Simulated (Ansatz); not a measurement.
Consider interstitial Li in amorphous Hf10Si10O40 (a melt-quenched model of 60 atoms), charge state +1. The step: a direct jump of one Li atom; the atom moves 2.55 Å along (0.21, -0.07, 0.16) of the unit cell; the moving atom starts with neighbours O at 1.98, 2 O at 2.11, O at 2.24 Å and ends with 2 O at 2.03, O at 2.07, O at 2.18; Si at 2.56 Å. A PBE band in Ansatz (plane-wave PAW, the Γ point alone, 60 host sites, 48 SCF runs with any check of the saddle's order, static, no finite-size correction) gives a forward barrier of 0.49 eV. The saddle point's order was not checked. The charge state is imposed; whether it is stable for some Fermi level was not computed. Sites that were not tried may lie lower. The start lies 0.29 eV above the lowest site run (PBE).

Single points at the band's start and saddle point can refine it. Rough cost of one point, in units of the band's mean SCF on the same machine:

```tsv
Level	Cost of one point
PBE, a 2×2×2 k-point mesh shifted by half a step	about 10
r2SCAN at 500 eV, the Γ point alone	about 5
HSE06, Γ point alone	about 20
```

Task: Which of these move the barrier by more than 0.1 eV, and how far does each move it?

Result: Not one does. PBE, a 2×2×2 k-point mesh shifted by half a step: -0.01 eV; r2SCAN at 500 eV, the Γ point alone: +0.01 eV; HSE06, Γ point alone: +0.01 eV. Each functional is compared with PBE at the same k-points.

Ansatz is an electronic-structure program.
